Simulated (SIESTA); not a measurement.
Input and output of a self-consistent single point for AlHSO₅ (P1, 16 atoms in the cell) (SIESTA).

Level of theory: SIESTA with LDA PW92, numerical atomic orbitals DZP, PseudoDojo LDA standard norm-conserving potentials (rewritten from UPF to PSML).

```
AlHSO5
1.0
    3.57862    -3.62745     0.00000
    3.57862     3.62745     0.00000
   -3.42998     0.00000     6.18843
Al H S O
2 2 2 10
Direct
  0.50770   0.49720   0.00203
  0.49091   0.49856   0.49701
  0.72082   0.28791   0.24832
  0.28457   0.71379   0.74343
  0.12649   0.87422   0.24655
  0.87005   0.13632   0.75340
  0.19297   0.17774   0.34739
  0.80561   0.81412   0.65830
  0.81827   0.81242   0.15806
  0.17296   0.19114   0.85055
  0.25656   0.75324   0.08024
  0.73781   0.23052   0.91168
  0.24641   0.75095   0.42315
  0.76064   0.25593   0.58802
  0.58620   0.40355   0.24113
  0.42204   0.60237   0.75075
```

Reference input (self-consistent single point, DFT, LDA PW92, numerical atomic orbitals DZP, PseudoDojo LDA standard norm-conserving potentials (rewritten from UPF to PSML)): XC.functional = LDA; XC.authors = PW92; potentials = PseudoDojo LDA standard; PAO.BasisSize = DZP; PAO.EnergyShift = 0.01 Ry; MeshCutoff = 300 Ry; kgrid.MonkhorstPack = 4 4 3; OccupationFunction = FD; ElectronicTemperature = 10 K; MaxSCFIterations = 150; SCF.Mixer.Method = Pulay; SCF.Mixer.Weight = 0.1. This run's input differs from it in these lines:

```diff
@@ -55,3 +55,6 @@
 SCF.Mixer.History            8
-SCF.DM.Tolerance             1.0E-04
+SCF.DM.Converge              false
+SCF.H.Converge               false
+SCF.FreeE.Converge           true
+SCF.FreeE.Tolerance          1.0E-02 eV
 Diag.ParallelOverK           true
```

The program printed (abridged):

```
        iscf     Eharris(eV)        E_KS(eV)     FreeEng(eV)     dDmax    Ef(eV) dHmax(eV)
   scf:    1    -5186.097263    -5242.591069    -5242.591069  1.770115 -4.155722  9.403890
   scf:    2    -5253.833065    -5248.488948    -5248.488948  0.033850 -4.414871  7.057606
   scf:    3    -5257.813710    -5255.707539    -5255.707539  0.081315 -5.311470  0.658550
   scf:    4    -5255.615372    -5255.704224    -5255.704224  0.017929 -5.211569  0.769685
SCF Convergence by FreeE criterion
|FreeE_i-FreeE_(i-1)| (eV) <     0.01000000
max |DM_out - DM_in|         :     0.0179291112
max |H_out - H_in|      (eV) :     0.7696848883
SCF cycle converged after 4 iterations

Using DM_out to compute the final energy and forces

siesta: E_KS(eV) =            -5255.7042

siesta: E_KS - E_eggbox =     -5255.7042

siesta: Atomic forces (eV/Ang):
     1    0.099715    0.605378   -0.746829
     2    1.008543   -0.295638    0.072276
     3    0.161359   -4.839485    0.259600
     4   -0.429206    5.205279   -0.124913
     5   -1.194062   -3.140535    0.813271
     6   -3.000272   -2.736411   -2.130774
     7    1.581571    1.116477    0.631163
     8    1.165575    0.778460   -0.008002
     9   -0.583130    0.172954   -0.727563
    10    2.158219   -1.093732    1.136768
   [... lines left out ...]
siesta: FreeEng =     -5255.704224
   [... lines left out ...]
siesta:     0.028703    0.019857   -0.001896
siesta:     0.019796   -0.015750    0.003140
siesta:    -0.001892    0.003304    0.029970

siesta: Cell volume =        160.667102 Ang**3

siesta: Pressure (static):
siesta:                Solid            Molecule  Units
siesta:          -0.00015583         -0.00016556  Ry/Bohr**3
siesta:          -0.01430757         -0.01520058  eV/Ang**3
siesta:         -22.92325397        -24.35400620  kBar
```

The run converged in 4 iterations. Against the reference run the free energy goes up by 5.3 meV/atom, the pressure goes from -1.99 to -2.29 GPa, the largest force goes from 5.518 to 5.646 eV/Å and the gap on the mesh goes from 5.467 to 5.766 eV.

The starting cell comes from a database of computed structures (which also holds hypothetical and non-ambient phases and stackings), without a prior relaxation at this level. Its atoms were displaced at random from the sites of space group no. 15. Values carry the incompleteness of an atom-centred basis. Forces in this geometry exceed 1 eV/Å.

Cost on one core of a shared machine: roughly 40 s.
